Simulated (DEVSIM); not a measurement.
## Ge n-p junction from an implanted or diffused profile

Structure: Ge n-p junction from an implanted or diffused profile, at 300 K.

| layer (left to right) | material | thickness (μm) | Na (cm⁻³) | τn (s) | τp (s) |
|---|---|---|---|---|---|
| 1 | Ge | 41.0 | 7.7e14 | 1.9e-7 | 1.9e-7 |

Added donor profile: 9.9e16 cm⁻³ × exp(−(x − 0.041 μm)²/(2·(0.049 μm)²)). Left contact: ohmic. Right contact: ohmic. Voltage is applied to the left contact. Recombination: SRH at mid-gap, radiative, Auger. Mobility is constant in doping.

Constants are typed, rounded textbook-type inputs, not results; the design itself was drawn at random and stands for no fabricated device. Values at 300 K.

```csv
parameter,Ge
gap (eV),0.664
affinity (eV),4
permittivity,16
Nc (cm⁻³),1.04e19
Nv (cm⁻³),6e18
μn (cm²/Vs),3900
μp (cm²/Vs),1900
B (cm³/s),6.4e-14
Cn (cm⁶/s),1e-31
Cp (cm⁶/s),1e-31
```

DEVSIM, 1D drift-diffusion, Boltzmann statistics, complete ionisation; no tunnelling, impact ionisation, image-force lowering or self-heating.

```yaml
potential_step_across_the_device_at_zero_bias: 0.303 V
Dark forward voltage at 1 A/cm²: 0.140 V
Dark forward voltage at 100 A/cm²: 0.524 V
```

Dark forward current:

```csv
V (V),J (A/cm²)
-0.05,-0.040
-0.10,-0.28
-0.15,-1.4
-0.20,-4.2
-0.25,-9.7
-0.30,-18
-0.35,-30
-0.40,-46
-0.45,-65
-0.50,-88
-0.55,-110
-0.60,-150
-0.65,-180
-0.70,-220
-0.75,-260
-0.80,-310
-0.85,-360
-0.90,-410
-0.95,-470
-1.00,-530
-1.05,-590
-1.10,-660
-1.15,-730
```
